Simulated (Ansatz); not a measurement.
The cell is built on a prototype and need not be the phase stable at ambient conditions.

By PBEsol, the system below comes out a metal.

The ballistic (Sharvin) conductance counts the channels at the Fermi level: G/A = (e²/h) × channels of both spins per area.

Consider the following.

```
OsC
1.0
    2.71713     0.00000     0.00000
    0.00000     5.05983     0.00000
    0.00000     2.52991     1.46065
Os C
1 1
Direct
  0.00000   0.00000   0.00000
  0.50000   0.33333   0.00000
```

Space group of this cell: P-6m2. The cell was relaxed by PBE-D3(BJ); by PBEsol its mean pressure is -3.2 GPa.

The current flows along the normal of the first two printed cell vectors. No spin-orbit coupling; the value is a mean over 0.1 eV about the Fermi level.

Question: Estimate the ballistic conductance per area that Ansatz (a quantum-chemistry and plane-wave program) with PBEsol returns for this system.

Answer: 1.2 × 10¹⁵ S/m² for both spins.
